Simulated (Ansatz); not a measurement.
## A computed series for NaI: response to strain

The reference is NaI in the rock salt structure (space group Fm-3m, No. 225; a = 6.4021 Å).

Strains are applied to the cell and any free atomic positions relax.

All numbers come from PBEsol in Ansatz (plane waves to 420 eV, PAW, without spin-orbit coupling).

Candidates:
(a) isotropic strain −0.50 %
(b) isotropic strain −2.50 %
(c) isotropic strain +0.50 %
(d) isotropic strain −1.50 %
(e) isotropic strain −3.00 %

Before the change:

The band gap comes out as 3.60 eV.

Problem. Order them by band gap, lowest first.

Solution. (c) isotropic strain +0.50 % (3.56 eV), (a) isotropic strain −0.50 % (3.64 eV), (d) isotropic strain −1.50 % (3.72 eV), (b) isotropic strain −2.50 % (3.81 eV), (e) isotropic strain −3.00 % (3.86 eV)

With I present, leaving out spin-orbit coupling can change the band edges. Gaps are Kohn–Sham eigenvalue differences; semilocal functionals usually give less than the measured gap. Stability against distortions was not tested.

Ansatz is a first-principles code.
